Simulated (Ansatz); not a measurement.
# ZnO2 (Pa-3, No. 205, 12 atoms in the cell; start mp-8484)

Calculation: HSE06 (PAW; Ansatz, a program for electronic structure).

Settings: plane-wave cutoff 460 eV, 6×6×6 k mesh, Fermi–Dirac smearing 0.01 eV, scalar-relativistic PAW data made under PBE.

Cell (relaxed with PBEsol):

```cif
data_O8Zn4
_chemical_formula_sum 'Zn4 O8'
_space_group_name_H-M_alt 'Pa-3'
_space_group_IT_number 205
_space_group_name_Hall '-P 2ac 2ab 3'
_cell_length_a 4.86787
_cell_length_b 4.86787
_cell_length_c 4.86787
_cell_angle_alpha 90.000
_cell_angle_beta 90.000
_cell_angle_gamma 90.000
loop_
_atom_site_label
_atom_site_type_symbol
_atom_site_symmetry_multiplicity
_atom_site_Wyckoff_symbol
_atom_site_fract_x
_atom_site_fract_y
_atom_site_fract_z
_atom_site_occupancy
Zn1 Zn 4 a 0.00000 0.00000 0.00000 1
O1 O 8 c 0.41247 0.41247 0.41247 1
```

```yaml
band_gap: 4.49 eV (indirect)
smallest_direct_gap_on_the_k_points_sampled: 4.65 eV
"Γ–Γ gap": 5.15 eV
```

Note: cell and atoms aren't relaxed at this level (largest force component 0.41 eV/Å, pressure 0.6 GPa).

The computed numbers hold no vibrational or temperature effects.

It cost about 15 core-minutes (a rough figure) of CPU time.

A start named mp-… is a Materials Project structure, which need not be a measured phase.
